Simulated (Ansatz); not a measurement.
Results of r²SCAN+rVV10 in Ansatz (PAW) for SiI4 (Pa-3, No. 205).

Settings: plane-wave cutoff 560 eV, 4×4×4 k mesh, Fermi–Dirac smearing 0.01 eV, scalar-relativistic PAW data made under PBE.

Computed at the level's own relaxed cell.

**Question.** Give the computed band gap and equilibrium lattice constant a.

**Answer.** 
band gap: 3.05 eV (on the SCF k mesh)
equilibrium lattice constant a: 11.849 Å

Note: the relaxation could not lower the start's symmetry, so the cell can be a saddle point above a distorted one.

Spin–orbit coupling is not included; with these elements it can move the gap by several tenths of an eV or more.

The computed numbers hold no vibrational or temperature effects.

Ansatz is an electronic-structure program.
